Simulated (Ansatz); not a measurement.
Start from SbP in the rock salt structure (space group Fm-3m, No. 225; a = 5.600 Å; a hypothetical phase, not in the database extracts checked; relaxed with 0.1 eV smearing). Axes: x, y, z lie along the cube axes.

Calculations: plane-wave PAW DFT at the r2SCAN level (Ansatz, a program for electronic structure, 500 eV), without spin-orbit coupling.

Strains are applied to the cell and any free atomic positions relax; under biaxial strain the out-of-plane vector relaxes too.

One change was made to it. Results:

```csv
quantity,base,after
shortest interatomic distance,2.800 Å,2.800 Å
energy relative to the base (free energy F),0 meV/atom,+0.1 meV/atom
"pressure (mean of the normal stresses, compression positive)",0.0 GPa,0.0 GPa
```

Problem. Name the change that was made.
A. isotropic strain +3.66 %
B. biaxial strain +0.89 %, plane normal [001], relaxed out of plane
C. tensor shear ε_yz = −0.26 %
D. biaxial strain +1.48 %, plane normal [001], relaxed out of plane
E. isotropic strain +4.92 %

Solution. C, tensor shear ε_yz = −0.26 %. For comparison, the energy relative to the base in the other runs: biaxial strain +0.89 %, plane normal [001], relaxed out of plane gives +2.2 meV/atom; biaxial strain +1.48 %, plane normal [001], relaxed out of plane gives +6.0 meV/atom; isotropic strain +4.92 % gives +102 meV/atom; isotropic strain +3.66 % gives +59 meV/atom.

No phonon test of stability was made. The final runs are not spin-polarised.
